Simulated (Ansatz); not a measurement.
A zone-centre phonon calculation of Ca2AgPd2 (Immm, 5 atoms in the cell) with Ansatz (a program for electronic structure).

Method: LDA (PW92), default PAW files made with PBE (plane waves; Ansatz).

```
Ca2AgPd2
1.0
   -2.25061     2.90195     4.22935
    2.25061    -2.90195     4.22935
    2.25061     2.90195    -4.22935
Ca Ag Pd
2 1 2
Direct
  0.70221   0.20221   0.50000
  0.29779   0.79779   0.50000
  0.00000   0.00000   0.00000
  0.73119   0.50000   0.23119
  0.26881   0.50000   0.76881
```

Reference input (self-consistent single point, DFT, LDA (PW92), plane waves, default PAW files made with PBE): basis.ecutwfc = 420 eV; kpoints.mp_grid.grid = 7 7 7; hamiltonian.xc = lda; hamiltonian.pseudopotentials = {kind: paw} (the program's default PAW files); scf.occupations.method = fermi_dirac; scf.occupations.width = 0.1 eV. This run's input differs from it in these lines:

Ansatz 0.2 input:
```diff
@@ -20,7 +20,5 @@
 scf:
-  occupations: { method: fermi_dirac, width: 0.1 }
-output:
-  forces: true
-  eigenvalues: true
-  stress: true
+  occupations: { method: fermi_dirac, width: 0.5 }
+phonons:
+  method: dfpt
```

Output (repeated stretches shortened):

```
SCF iter   1: F=—  HF=-24696.423620 eV  |F-HF|=—  |Δ(HF+E_count)|=         —  Δρ=1.77e-2  dr2=5.44e-1  ethr=1.77e-3  ⟨swp⟩=9.4  Hψ=23621  notcnv=0
all-band conjugate gradients solve this SCF's bands
preconditioner: auto → Kerker (q_TF=auto, 2.558 Å⁻¹)
SCF iter   2: F=—  HF=-24696.351759 eV  |F-HF|=—  |Δ(HF+E_count)|=   7.19e-2  Δρ=8.65e-3  dr2=1.66e-1  ethr=7.25e-4  ⟨swp⟩=1.0  Hψ=6000  notcnv=0
   [... lines left out ...]
SCF iter   9: F=—  HF=-24696.323431 eV  |F-HF|=—  |Δ(HF+E_count)|=   1.00e-8  Δρ=1.44e-6  dr2=3.22e-9  ethr=5.30e-11  ⟨swp⟩=2.1  Hψ=7595  notcnv=0
SCF iter  10: F=—  HF=-24696.323431 eV  |F-HF|=—  |Δ(HF+E_count)|=  6.15e-10  Δρ=4.25e-7  dr2=1.63e-10  ethr=4.29e-12  ⟨swp⟩=2.0  Hψ=6497  notcnv=0
SCF iter  11: F=—  HF=-24696.323431 eV  |F-HF|=—  |Δ(HF+E_count)|=  2.55e-11  Δρ=1.16e-7  dr2=1.55e-11  ethr=1.00e-12  ⟨swp⟩=1.0  Hψ=5200  notcnv=0
SCF iter  12: F=-24696.323431 eV  HF=-24696.323431 eV  |F-HF|=7.28e-12  |Δ(HF+E_count)|=    0.00e0  Δρ=4.25e-8  dr2=1.81e-12  ethr=1.00e-12  ⟨swp⟩=5.3  Hψ=19836  notcnv=0
SCF 1 converged in 12 iterations: F = -24696.323431 eV  dr2 = 1.81e-12
DFPT response loops at Γ: preconditioner auto → Kerker (q_TF=auto, 2.558 Å⁻¹) (partly filled bands, converged f_vac=0.000) …
Free energy (F): -24696.323431 eV
Internal energy: -24694.169781 eV  (E = F + TS)
E sigma→0 (E₀):  -24695.246606 eV
Entropy (-TS):   -2.153650 eV (-430.730 meV/atom)
Fermi energy:    11.439560 eV
--- Phonons (Γ-DFPT): 9 representative perturbations + reference, on 100 of 343 k-points (Σ response iterations 33) ---
  k mesh reduced under 2 symmetry operations, with k and −k counted as one. Each operation leaves every solved displacement unchanged or reverses it
  ASR residual: 5.919e-3 → 0.000e0 eV/Å²; symmetrization residual: 2.315e-5 eV/Å²
  ASR residual per site (eV/Å²): 5.92e-3 5.92e-3 3.27e-4 6.75e-4 6.75e-4
  Γ frequencies (cm⁻¹): 0.00 0.00 0.00 65.43 94.39 110.54 111.03 115.14 118.89 132.02 148.54 152.97 160.26 165.10 196.14
  non-analytic LO–TO correction: not included (Born effective charges unavailable; polar crystals: no LO–TO splitting at Γ)
```

The run converged in 12 iterations. 

Summary of the result:
| Item | Value |
|---|---|
| Free energy E − TS (on the zero of these files) | -24696.3234 eV |
| Fermi level (on the code's own zero) | 11.44 eV |
| Zone-centre frequencies (cm⁻¹; negative means imaginary) | 0, 0, 0, 65, 94, 111, 111, 115, 119, 132, 149, 153, 160, 165, 196 |

The starting cell comes from a database of computed structures (which also holds hypothetical and non-ambient phases and stackings), without a prior relaxation at this level. Its lattice was rescaled by up to half a per cent. Spin polarisation is off.

Cost on one core of a shared machine: roughly 10 min.
